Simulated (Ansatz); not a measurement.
Consider Pd in the fcc (Cu type) structure (space group Fm-3m, No. 225; a = 3.878 Å; relaxed with 0.1 eV smearing). Axes: x, y, z lie along the cube axes.

Computed with plane-wave PAW DFT at the PBEsol level (Ansatz, a quantum-chemistry and plane-wave program, 420 eV), scalar-relativistic without spin-orbit coupling.

The change: compressive biaxial strain of 0.50 % in the plane normal to [001], as in epitaxy on a mismatched substrate; the out-of-plane cell vector and the atoms relax.

Q: What happens to the out-of-plane strain?

A: The out-of-plane strain amounts to +0.73 %.

Q: Predict the new energy relative to the base.

A: The energy rises by 0.4 meV/atom.

Whether these cells are dynamically stable was not tested. The final runs are not spin-polarised.
